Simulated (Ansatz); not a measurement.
**A computed series for hypothetical R-3m RuS2: pressure series**

Take RuS2 in the CdCl2 type structure (space group R-3m, No. 166; a = 3.250 Å, c = 15.672 Å (hexagonal axes); a hypothetical phase, not in the database extracts checked; layered, stacked along the Cartesian z axis) as the base.

Cell and atoms are relaxed at each pressure.

Calculations: PBEsol-D3(BJ)/PAW in Ansatz (a program for electronic structure), scalar-relativistic without spin-orbit coupling.

```tsv
P (GPa)	V (Å³/atom)
-2.00	16.650
-1.02	16.250
0.30	15.834
0.70	15.717
1.51	15.497
3.00	15.098
5.00	14.651
7.50	14.195
9.99	13.820
```

Fit a third-order Birch–Murnaghan equation of state.

Least squares on P(V) = (3B₀/2)[(V₀/V)^(7/3) − (V₀/V)^(5/3)]·[1 + (3/4)(B₀′ − 4)((V₀/V)^(2/3) − 1)] gives V₀ = 15.92 Å³/atom, B₀ = 50 GPa and B₀′ = 4.9.

Load acts through the strain it causes; cell and atoms are relaxed under it. Whether these cells are dynamically stable was not tested. Competing high-pressure phases were not computed. All final runs are without spin polarisation. RuS2 has a high density of states at the Fermi level and may be magnetic at this level.
